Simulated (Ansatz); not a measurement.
**TbRu2 (P6₃/mmc, No. 194; cell taken from a computed entry)**

These are LDA in Ansatz (PAW) values and carry that method's errors.

Numerical settings: plane-wave cutoff 500 eV, 12×12×6 k mesh (along the axes of the cell as run), Fermi–Dirac smearing 0.1 eV, spin-polarised start, scalar-relativistic PAW data made under PBE.

Cell (relaxed at this level):

```
CELL_PARAMETERS angstrom
      5.15364     0.00000     0.00000
     -2.57682     4.46318     0.00000
      0.00000     0.00000     8.67065
ATOMIC_POSITIONS crystal
  Tb 0.33333 0.66667 0.43257
  Tb 0.66667 0.33333 0.56743
  Tb 0.66667 0.33333 0.93257
  Tb 0.33333 0.66667 0.06743
  Ru 0.00000 0.00000 0.50000
  Ru 0.00000 0.00000 0.00000
  Ru 0.82955 0.17045 0.25000
  Ru 0.17045 0.82955 0.75000
  Ru 0.65911 0.82955 0.75000
  Ru 0.34089 0.17045 0.25000
  Ru 0.82955 0.65911 0.25000
  Ru 0.17045 0.34089 0.75000
```

| Quantity | Result |
|---|---|
| band gap | none |

Note: the magnetic order was assumed, not searched for or taken from measurement; the relaxation could not lower the start's symmetry, so the cell can be a saddle point above a distorted one; the 4f shell is treated without U or exact exchange, so its levels and filling can be wrong.

Spin–orbit coupling is not included.

Computing time: around 26 core-minutes (rough).

Ansatz is a quantum-chemistry and plane-wave program.
